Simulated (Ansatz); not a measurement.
# Short convergence ladders for Y2Fe2Si2C (Cm, 7 atoms in the cell)

```xyz
7
Lattice="5.2610 -1.9550 0.0000 5.2610 1.9550 0.0000 -4.2647 0.0000 5.1850" Properties=species:S:1:pos:R:3 pbc="T T T"
Y      1.6224     0.0000     3.7071
Y      4.6350     0.0000     1.5279
Fe     4.5482     0.0000     4.6905
Fe     1.7092     0.0000     0.4945
Si     7.6124     0.0000     1.4658
Si    -1.3550     0.0000     3.7193
C      0.0000     0.0000     0.0000
```

Base method: LDA (PW92), default PAW files made with PBE (plane waves; Ansatz, a quantum-chemistry and plane-wave program).

Base settings: basis.ecutwfc = 30.9 Ry; kpoints.mp_grid.grid = 4 4 3; hamiltonian.xc = lda; hamiltonian.pseudopotentials = {kind: paw} (the program's default PAW files); scf.occupations.method = gaussian; scf.occupations.width = 0.0073 Ry.

The count of work is k-points × plane waves × bands × iterations; it is no time. Core times come from one kind of shared machine, to one figure; runs under 30 s give none.

**The cutoff for other potential files**

Level: DFT, LDA (PW92), plane waves, harder PAW files (source: ansatz) made with PBE.

In this ladder: hamiltonian.pseudopotentials = {kind: paw, source: ansatz}.

The second cell is the first with its lattice scaled by 0.98.

The mesh stays at the base's, so the ladder's end is converged at best in this setting alone.

The first pressure column holds Ansatz's estimate of the finite-basis (Pulay) stress, which hides part of the cutoff error; the other is without it.

Only quantities that move along the ladder and can be compared are tabulated.

```tsv
basis.ecutwfc	free energy less the last step's (meV/atom)	energy of the compressed cell less the first (meV/atom)	pressure (GPa)	pressure without the Pulay estimate (GPa)	largest difference of a force vector from the last step's (eV/Å)	count of work / last
27.9 Ry	1843.78	-18.71	-8.57	-86.90	0.366	0.11
34.2 Ry	465.98	-13.22	-6.88	-31.96	0.147	0.14
43.4 Ry	53.09	-11.05	-6.56	-10.64	0.021	0.21
52.6 Ry	4.32	-10.32	-6.46	-6.93	0.004	0.28
62.1 Ry	0.39	-10.24	-6.45	-6.48	0.000	0.36
74.6 Ry	0.14	-10.23	-6.45	-6.46	0.000	0.47
93 Ry	0.04	-10.24	-6.45	-6.45	0.000	0.65
124.2 Ry	0.00	-10.24	-6.45	-6.45	0.000	1.0
```

Coarsest basis.ecutwfc that holds the pressure without the Pulay estimate within 1 GPa of the last step, with all finer ones: 52.6 Ry, at 0.28 of the last step's count of work; the step before is off by 4.2 GPa.

Coarsest basis.ecutwfc that holds the energy of the compressed cell less the first within 0.2 meV/atom of the last step, with all finer ones: 52.6 Ry, at 0.28 of the last step's count of work; the step before is off by 0.82 meV/atom.

Coarsest basis.ecutwfc that holds the pressure within 1 GPa of the last step, with all finer ones: 34.2 Ry, at 0.14 of the last step's count of work; the step before is off by 2.1 GPa.

The energy difference between the two cells stays within 1 meV/atom of the last step's from 43.4 Ry on, the total only from 62.1 Ry on: much of the error is common to both cells and cancels.

At the lowest cutoff the pressure without the Pulay estimate lies 80.4 GPa under the last step's, the usual sign of Pulay stress in an incomplete plane-wave basis.

**The relaxed cell against the cutoff**

On Y2Fe2Si2C (C2/m, 7 atoms in the cell): atoms on their sites.

In this ladder: relax = cell and atoms.

The mesh stays at the base's, so the ladder's end is converged at best in this setting alone.

Only quantities that move along the ladder and can be compared are tabulated.

```tsv
basis.ecutwfc	relaxed volume (Å³/atom)	relaxation steps	core time / last (rough)
15.4 Ry	15.249	98	2
18.4 Ry	14.687	33	0.8
21.7 Ry	14.609	17	0.6
26.1 Ry	14.603	13	0.4
30.9 Ry	14.593	10	0.5
37.1 Ry	14.593	8	0.5
46.3 Ry	14.592	8	0.7
61.7 Ry	14.592	8	1
```

Coarsest basis.ecutwfc that holds the relaxed volume within 0.015 Å³/atom of the last step, with all finer ones: 26.1 Ry, at about 0.4 of the last step's time; the step before is off by 0.017 Å³/atom.

At the lowest cutoff the cell relaxes to a volume 4.5 % larger than at the highest. Ansatz relaxes on a stress corrected for the finite basis.

On the base run: the starting cell comes from a database of computed structures (which also holds hypothetical and non-ambient phases and stackings), without a prior relaxation at this level. Its lattice was rescaled by up to half a per cent. One atom was moved a little off its site on purpose. Spin polarisation is off. Without a gap this mesh is coarse (it stands for a supercell whose shortest vector is 16 Å).

Keys are those of Ansatz 0.2.
